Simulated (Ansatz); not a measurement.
Base system: TiO₂ in the anatase structure (space group I4_1/amd, No. 141; a = 3.770 Å, c = 9.552 Å).

Level of theory: PBEsol (Ansatz, a program for electronic structure; PAW; 420 eV plane waves; without spin-orbit coupling).

Carriers are added at fixed cell with a uniform background; the Fermi–Dirac width is that of 300 K.

One change was made to it. Results:

| quantity | base | after |
|---|---|---|
| gap between the host's bands | 2.11 eV | 2.92 eV |
| Fermi level relative to the doped band's edge (positive inside the band; to 0.05 eV) | – | +1.00 eV |

Question: Name the change that was made.
A. holes 2.0×10^22 cm⁻³
B. electrons 1.0×10^22 cm⁻³
C. electrons 2.0×10^22 cm⁻³
D. electrons 7.0×10^21 cm⁻³
E. electrons 2.0×10^21 cm⁻³

Answer: C, electrons 2.0×10^22 cm⁻³. For comparison, the gap between the host's bands in the other runs: electrons 1.0×10^22 cm⁻³ gives 2.56 eV; holes 2.0×10^22 cm⁻³ gives 2.45 eV; electrons 7.0×10^21 cm⁻³ gives 2.43 eV; electrons 2.0×10^21 cm⁻³ gives 2.20 eV.

Carriers are added with a uniform compensating background; total energy and stress of such cells depend on the potential's zero and are not compared; many-body gap narrowing is missing at this level. Whether these cells are dynamically stable was not tested. The base started in C2/c and relaxed to I4_1/amd at this level. All final runs are without spin polarisation.
